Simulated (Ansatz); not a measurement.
Where the default PAW files enter, the runs use the earlier of Ansatz's two default sets.

```yaml
crystal:
  lattice:
    - [3.20471, 0.00000, 0.00000]
    - [-1.60235, 2.77536, 0.00000]
    - [1.60235, -0.92512, 2.61663]
  atoms:
    - { symbol: B, position: [0.00000, 0.00000, 0.00000] }
    - { symbol: P, position: [0.25000, 0.75000, 0.25000] }
```

Space group of this cell: F-43m, zinc blende. The cell is taken as given.

Method: r2SCAN (plane waves, PAW; Ansatz, a program for electronic structure).

The current runs along the normal of the first two printed vectors; no spin-orbit coupling. Scaled by the factor s: both lengths across the current (ions clamped). Meshes 12×12×12 and 12×12 across the current in all rows.

| s | mean pressure (GPa) | band gap (eV) |
|---|---|---|
| 0.98 | 8.0 | 1.31 |
| 1.00 | 0.5 | 1.41 |
| 1.02 | -5.7 | ? |

Problem. Take the slope of the band gap against ln s from the two given rows, extrapolate to s = 1.02, and say what the run there gives.

Solution. Slope = (1.31 − 1.41) / ln 0.98 = 4.95 eV. The line gives 1.41 + (4.95) × ln 1.02 = 1.51 eV. The run gives 1.43 eV, 0.08 eV under the line, 80 % of the predicted step.
